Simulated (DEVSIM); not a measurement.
## Schottky contact on n-type Si

System: Schottky contact on n-type Si, at 300 K.

```tsv
layer (left to right)	material	thickness (μm)	Nd (cm⁻³)	τn (s)	τp (s)
1	Si	8.30	1.9e15	0.00014	0.00014
```

Left contact: Schottky, work function 4.5 eV, emission velocity 8.1e6 cm/s. Right contact: ohmic. Voltage is applied to the left contact. Recombination: SRH at mid-gap, radiative. Mobility is μmin + (μ − μmin)/(1 + (N/Nref)^α).

The device is made up for the run: typed textbook-type constants, with dimensions and the other settings drawn at random. Values at 300 K.

```tsv
parameter	Si
gap (eV)	1.124
affinity (eV)	4.05
permittivity	11.7
Nc (cm⁻³)	2.86e19
Nv (cm⁻³)	3.1e19
μn (cm²/Vs)	1417
μp (cm²/Vs)	470
μn,min	52
μp,min	45
Nref,n	9.7e16
Nref,p	2.2e17
αn	0.68
αp	0.72
B (cm³/s)	4.7e-15
```

DEVSIM, 1D drift-diffusion, Boltzmann statistics, complete ionisation; no tunnelling, impact ionisation, image-force lowering or self-heating. Metal contacts follow the ideal Schottky-Mott rule: no Fermi-level pinning, no interface dipoles.

| Property | Result |
|---|---|
| Potential step across the device at zero bias | 0.201 V |
| Largest field in the device at zero bias | 10000 V/cm |
| Dark forward voltage at 100 A/cm² | 0.346 V |

Dark reverse current:

```json
[
 {"V (V)": "-0.04", "J (A/cm²)": "-0.50"},
 {"V (V)": "-0.10", "J (A/cm²)": "-0.66"},
 {"V (V)": "-0.20", "J (A/cm²)": "-0.72"},
 {"V (V)": "-0.30", "J (A/cm²)": "-0.74"},
 {"V (V)": "-0.40", "J (A/cm²)": "-0.76"},
 {"V (V)": "-0.60", "J (A/cm²)": "-0.79"},
 {"V (V)": "-0.80", "J (A/cm²)": "-0.81"},
 {"V (V)": "-1.00", "J (A/cm²)": "-0.83"},
 {"V (V)": "-1.30", "J (A/cm²)": "-0.85"},
 {"V (V)": "-1.60", "J (A/cm²)": "-0.86"},
 {"V (V)": "-2.00", "J (A/cm²)": "-0.87"}
]
```

Small-signal capacitance in reverse bias (quasi-static):

```csv
V (V),C (nF/cm²)
-0.04,26.8
-0.1,23.9
-0.2,20.5
-0.3,18.2
-0.4,16.6
-0.6,14.3
-0.8,12.7
-1,11.6
-1.3,10.3
-1.6,9.43
-2,8.52
```
